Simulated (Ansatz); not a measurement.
Base system: Na₂S in the anti-fluorite structure (space group Fm-3m, No. 225; a = 6.5014 Å).

Method: DFT with PBEsol, PAW potentials and a 420 eV plane-wave cutoff in Ansatz (an electronic-structure program), no SOC.

Base values:

The pressure is 0.01 GPa.

The change: every lattice vector is shortened by 1.00 %; the atoms relax in the strained cell.

Q: What does the calculation give for the mean gap deformation potential ΔEg/Δln V and pressure after the change?

A: The mean gap deformation potential ΔEg/Δln V is -3.3 eV; the pressure goes up by 0.949 GPa to 0.95 GPa.

No phonon test of stability was made.
